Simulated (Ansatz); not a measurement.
The reference is SnSe2 in the 2H-MoS2 type structure (space group P6_3/mmc, No. 194; a = 3.770 Å, c = 11.292 Å; a hypothetical phase, not in the database extracts checked; layered, stacked along the Cartesian z axis).

The change: a free-standing slab of 1 layer (3 atoms, 3 a layer) is cut normal to the stacking axis, with 15 Å of vacuum and the in-plane cell relaxed.

Levels (all Ansatz, a quantum-chemistry and plane-wave program, PAW): PBEsol-D3(BJ) (420 eV, spin-orbit coupling left out); r2SCAN (500 eV, no SOC).

The geometry is relaxed with PBEsol-D3(BJ).

PBEsol-D3(BJ) gap character: absent
PBEsol-D3(BJ) band gap: zero

Problem. How does going to r2SCAN change the gap character and band gap?

Solution. The gap character becomes indirect, Γ → M (PBEsol-D3(BJ): absent); the band gap changes from zero to 0.21 eV.

Single points use the geometry relaxed with PBEsol-D3(BJ). Stability against distortions was not tested. The final runs are not spin-polarised. The zero or small gap of SnSe2 can change with the level of theory. Labels are those of the standard path for the cell's own space group.
